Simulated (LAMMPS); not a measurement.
Consider a melt made from SiC (zinc blende), 1000 atoms, at 3770 K and 5 GPa, brought to that temperature within a few picoseconds in molecular dynamics.

All values are model results, not measurements: classical MD, pair style edip/multi, file SiC.edip; code LAMMPS.

The state found is liquid, the density comes out as 2.562 ± 0.002 g/cm³ and the volume per atom comes out as 12.994 ± 0.009 Å³/atom. The enthalpy per atom comes out as -4.2502 ± 0.0007 eV/atom and the first peak of g(r), C-Si comes out as 1.97 Å, height 2.6. The coordination number of C by Si is 2.67 (counted to 2.54 Å) and the coordination number of Si by C is 2.67 (counted to 2.54 Å). The first peak of g(r), C-C comes out as 1.55 Å, height 4.3. The coordination number of C by C is 1.42 (counted to 1.98 Å) and the self-diffusion coefficient of C (not corrected for cell size) comes out as (1.76 ± 0.09) × 10^-4 cm²/s. The self-diffusion coefficient of Si (not corrected for cell size) is (2.3 ± 0.2) × 10^-4 cm²/s and the shear viscosity (Green-Kubo) is 1.27 ± 0.07 mPa s. The mean frequency of the vibrational (phonon) density of states is 14.8 THz and the cost is about 13 core-minutes (a rough figure).

Potential: file SiC.edip of the LAMMPS distribution.

Caution: at ambient pressure real SiC sublimes or decomposes before or as it melts, so this liquid is the model's. Caution: a run this short can hold a crystal over, or a liquid under, the potential's own melting point, which these runs don't give.

States go by the mean squared displacement: a species diffuses where it passes 1.5 Å², still rises and gives D over 1e-6 cm²/s; a crystal has left its structure where atoms lie 0.35 Å off their sites on average or a cubic box changes its shape by 3 %, or the axial ratios of another lie 8 % off the starting cell's, which the potential's own relaxation can also do.

Errors of D are the spread over four groups of atoms in one short run; a floor of about 5 %, a picked value, is safer.

Errors shown are sampling errors alone.

```tsv
t (ps)	Green-Kubo integral (mPa s)
0.001000	0.201
0.002000	0.322
0.003000	0.429
0.004000	0.522
0.006000	0.667
0.007000	0.721
0.009000	0.798
0.01200	0.854
0.01500	0.871
0.01900	0.879
0.02400	0.907
0.03000	0.952
0.03800	0.982
0.04800	1.04
0.06100	1.10
0.07700	1.12
0.09700	1.18
0.1220	1.22
0.1530	1.25
0.1920	1.29
0.2420	1.30
0.3040	1.22
0.3830	1.19
0.4810	1.18
0.6050	1.17
0.7610	1.17
0.9560	1.17
1.202	1.05
1.511	1.19
1.900	1.18
2.388	1.32
3.003	1.20
3.775	1.15
4.745	0.994
5.965	1.11
7.499	1.22
```
